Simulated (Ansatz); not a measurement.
The reference is TlBr in the CsCl type structure (space group Pm-3m, No. 221; a = 3.8395 Å). Axes: x, y, z lie along the cube axes.

All numbers come from Kohn–Sham DFT with the LDA functional, run in Ansatz (an electronic-structure program) with PAW and 420 eV plane waves, spin-orbit coupling left out.

Perturbation: tensile biaxial strain of 2.50 % in the plane normal to [111], as in epitaxy on a mismatched substrate; the out-of-plane cell vector and the atoms relax.

### Question
Estimate the effect on the energy relative to the base.

### Answer
The energy grows by 5.6 meV/atom.

### Question
What does the calculation give for the out-of-plane strain after the change?

### Answer
The out-of-plane strain amounts to -1.96 %.

Whether these cells are dynamically stable was not tested.
